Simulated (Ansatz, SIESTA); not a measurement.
**One structure in several programs: TiSi2 (Fddd, 6 atoms in the cell)**

Relaxation of cell and atoms.

```yaml
crystal:
  lattice:
    - [0.00000, 4.20892, 4.35754]
    - [2.44256, 0.00000, 4.35754]
    - [2.44256, 4.20892, 0.00000]
  atoms:
    - { symbol: Ti, position: [0.50000, 0.50000, 0.50000] }
    - { symbol: Ti, position: [0.75000, 0.75000, 0.75000] }
    - { symbol: Si, position: [0.83743, 0.16257, 0.83743] }
    - { symbol: Si, position: [0.16257, 0.83743, 0.16257] }
    - { symbol: Si, position: [0.41257, 0.08743, 0.41257] }
    - { symbol: Si, position: [0.08743, 0.41257, 0.08743] }
```

Shared settings, as Ansatz (a program for electronic structure) writes them: kpoints.mp_grid.grid = 7 7 7; scf.occupations.method = gaussian; scf.occupations.width = 0.0147 Ry. Potentials and cutoffs stand in the table.

```csv
code,model,final volume (Å³/atom),cutoff
SIESTA,"GGA PBE, numerical atomic orbitals TZP, PseudoDojo PBE standard norm-conserving potentials (rewritten from UPF to PSML)",14.13,grid 400 Ry
Ansatz,"PBE, PAW files",14.17,default
```

On Ansatz's run: spin polarisation is off.

The spread over the programs that give each value: final volume within 0.04 Å³/atom.

SIESTA uses small atom-centred bases, whose incompleteness enters pressures, forces and empty levels differently from a plane-wave cutoff. The programs treat the finite-basis stress differently while the cell relaxes: Ansatz adds an estimate of it.

The starting cell comes from a database of computed structures (which also holds hypothetical and non-ambient phases and stackings), without a prior relaxation at this level. Its lattice was rescaled by a random factor within 2.5 % of one.

Keys are those of Ansatz 0.2.
